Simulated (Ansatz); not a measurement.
Cost and result by functional for the surface energy of the (211) surface of beta tin in its 1x1 cell, outermost plane spacing 1.54 Å in the ideal cut (one of several cuts of this face), in Ansatz (plane waves, PAW). Single points on the PBE structure, on one kind of machine; costs are rough ratios of the slab run's core time (references not counted) to the cheapest single point. r2SCAN's cost holds its higher cutoff (500 against 420 eV). Differences are taken against r2SCAN for comparison alone: no measured value is at hand, so the table doesn't rank accuracy.

Slab: 12 atoms, 11.8 Å thick at the start; k 9x6x1, smearing 0.1 eV, dipole-corrected; all atoms relaxed; start symmetry kept, larger cells not searched; no spin, no spin-orbit, no U. These notes are the PBE run's.

| functional | relative cost | surface energy (J/m²) | less r2SCAN (J/m²) |
|---|---|---|---|
| LDA | 1 | 0.58 | 0.11 |
| PBEsol | 1 | 0.53 | 0.06 |
| RPBE | 1 | 0.29 | -0.19 |
| r2SCAN | 2 | 0.47 | 0.00 |
| PBE (the relaxed run's value) | – | 0.39 | -0.08 |

The values span 0.30 J/m², while the single points' costs differ by a factor of roughly 2. Differences are of unrounded values.

Ansatz is a first-principles code.
